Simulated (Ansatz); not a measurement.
Volume per atom of GaSb (model structure, started from the beta GaS type, P6₃/mmc, No. 194, 8 atoms in the cell) at several levels of theory

No measured value is used here.

```json
[
 {"level (code)": "PBE (Ansatz)", "value (Å³/atom)": "29.41"},
 {"level (code)": "PBEsol (Ansatz)", "value (Å³/atom)": "[?]"},
 {"level (code)": "PBE-D3(BJ) (Ansatz)", "value (Å³/atom)": "28.07"}
]
```

### Question
What belongs in the gaps?

### Answer

- PBEsol (Ansatz, a quantum-chemistry and plane-wave program), value (Å³/atom): 27.80

Ansatz's density-functional and Hartree–Fock values are scalar-relativistic unless marked +SOC, with PAW data made under PBE.

A model structure was made by putting elements into a prototype or built by hand; it is no filed structure, need not be a known phase, and can be a saddle point held by its symmetry.
